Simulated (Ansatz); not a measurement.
Consider WC (space group P-6m2, No. 187; a = 2.9220 Å, c = 2.8473 Å).

(Cell as relaxed with PBE.)

Levels (all Ansatz, a quantum-chemistry and plane-wave program, PAW, earlier PAW set): PBE (420 eV, spin-orbit coupling left out); PBEsol (420 eV, spin-orbit coupling left out).

Each level relaxes its own structure.

| base | PBE | PBEsol |
|---|---|---|
| volume per atom | 10.53 Å³ | 10.29 Å³ |
| lattice parameter a | 2.922 Å | 2.899 Å |
| band gap | zero | zero |

Now apply this change: full substitution C → Si; the structure is relaxed again.

```json
[
 {"quantity": "band gap", "PBE": "zero", "PBEsol": "zero"},
 {"quantity": "lattice parameter a", "PBE": "3.143 Å", "PBEsol": "3.106 Å"},
 {"quantity": "c/a ratio", "PBE": "1.120", "PBEsol": "1.130"}
]
```

PBE's lattice parameter a lies 0.037 Å above PBEsol's (1.2 %); PBE's c/a ratio lies 0.010 below PBEsol's; the two agree on the band gap. Neither level is exact; PBEsol is the comparison here, not a measurement.

No phonon test of stability was made. As relaxed here, WSi is a hypothetical phase, not in the database extracts checked. All final runs are without spin polarisation.
